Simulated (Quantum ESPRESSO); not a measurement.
A self-consistent single point of Y4Ga12Pt (Im-3m, 17 atoms in the cell) with Quantum ESPRESSO.

Level of theory: LDA (PW92), PseudoDojo standard norm-conserving (LDA) pseudopotentials (plane waves; Quantum ESPRESSO).

```yaml
crystal:
  lattice:
    - [4.28712, 4.28712, 4.28712]
    - [-4.28712, 4.28712, 4.28712]
    - [-4.28712, -4.28712, 4.28712]
  atoms:
    - { symbol: Y, position: [0.00000, 0.50000, 0.00000] }
    - { symbol: Y, position: [0.50000, 0.00000, 0.00000] }
    - { symbol: Y, position: [0.00000, 0.00000, 0.50000] }
    - { symbol: Y, position: [0.50000, 0.50000, 0.50000] }
    - { symbol: Ga, position: [0.70203, 0.29797, 0.00000] }
    - { symbol: Ga, position: [0.29797, 0.70203, 0.00000] }
    - { symbol: Ga, position: [0.29797, 0.00000, 0.29797] }
    - { symbol: Ga, position: [0.70203, 0.00000, 0.70203] }
    - { symbol: Ga, position: [0.00000, 0.29797, 0.70203] }
    - { symbol: Ga, position: [0.00000, 0.70203, 0.29797] }
    - { symbol: Ga, position: [0.25000, 0.50000, 0.75000] }
    - { symbol: Ga, position: [0.75000, 0.50000, 0.25000] }
    - { symbol: Ga, position: [0.25000, 0.25000, 0.50000] }
    - { symbol: Ga, position: [0.75000, 0.75000, 0.50000] }
    - { symbol: Ga, position: [0.50000, 0.75000, 0.75000] }
    - { symbol: Ga, position: [0.50000, 0.25000, 0.25000] }
    - { symbol: Pt, position: [0.00000, 0.00000, 0.00000] }
```

Reference input (self-consistent single point, DFT, LDA (PW92), plane waves, PseudoDojo standard norm-conserving (LDA) pseudopotentials): ecutwfc = 85 Ry; occupations = smearing; smearing = gauss; degauss = 0.0036749 Ry; potentials = {Y: Y.upf, Ga: Ga.upf, Pt: Pt.upf}; K_POINTS = automatic 3 3 3 0 0 0; conv_thr = 1e-10 Ry. This run's input differs from it in these lines:

```diff
@@ -19,3 +19,3 @@
 &electrons
-   conv_thr = 1.0d-10
+   conv_thr = 7.3e-03
 /
```

Output, abridged:

```
     Self-consistent Calculation

     iteration #  1     ecut=    85.00 Ry     beta= 0.70

     Threshold (ethr) on eigenvalues was too large:
     Diagonalizing with lowered threshold

     total energy              =   -2421.41044782 Ry
     estimated scf accuracy    <       0.72290982 Ry

     iteration #  2     ecut=    85.00 Ry     beta= 0.70

     total energy              =   -2421.33749547 Ry
     estimated scf accuracy    <       3.41710315 Ry

     iteration #  3     ecut=    85.00 Ry     beta= 0.70

     total energy              =   -2421.81611370 Ry
     estimated scf accuracy    <       0.03308284 Ry

     iteration #  4     ecut=    85.00 Ry     beta= 0.70

     total energy              =   -2421.82570036 Ry
     estimated scf accuracy    <       0.00898241 Ry

     iteration #  5     ecut=    85.00 Ry     beta= 0.70
     End of self-consistent calculation

     the Fermi energy is    12.9526 ev

!    total energy              =   -2421.82758715 Ry
     estimated scf accuracy    <       0.00045331 Ry
     smearing contrib. (-TS)   =      -0.00073309 Ry
     internal energy E=F+TS    =   -2421.82685406 Ry

     convergence has been achieved in   5 iterations

     Forces acting on atoms (cartesian axes, Ry/au):

     atom    1 type  1   force =     0.00000000   -0.00000000    0.00000000
     atom    2 type  1   force =     0.00000000    0.00000000   -0.00000000
     atom    3 type  1   force =    -0.00000000    0.00000000    0.00000000
     atom    4 type  1   force =     0.00000000   -0.00000000    0.00000000
     atom    5 type  2   force =     0.00569811    0.00000000    0.00000000
   [... lines left out ...]
     Total force =     0.013957     Total SCF correction =     0.101981
   [... lines left out ...]
     SCF correction compared to forces is large: reduce conv_thr to get better values

          total   stress  (Ry/bohr**3)                   (kbar)     P=      -44.98
  -0.00030576  -0.00000000   0.00000000          -44.98       -0.00        0.00
   0.00000000  -0.00030576   0.00000000            0.00      -44.98        0.00
   0.00000000   0.00000000  -0.00030576            0.00        0.00      -44.98

   JOB DONE.
```

The run converged in 5 iterations. Against the reference run the free energy hardly moves (within 1 meV/atom), the pressure goes from -4.69 to -4.50 GPa and the largest force goes from 0.039 to 0.147 eV/Å. The full log also holds: “SCF correction compared to forces is large: reduce conv_thr to get better values”.

The starting cell comes from a database of computed structures (which also holds hypothetical and non-ambient phases and stackings), without a prior relaxation at this level. Spin polarisation is off. With a pressure of about -4 GPa the cell is away from its equilibrium volume at this level.

Cost on one core of a shared machine: roughly 3 min.
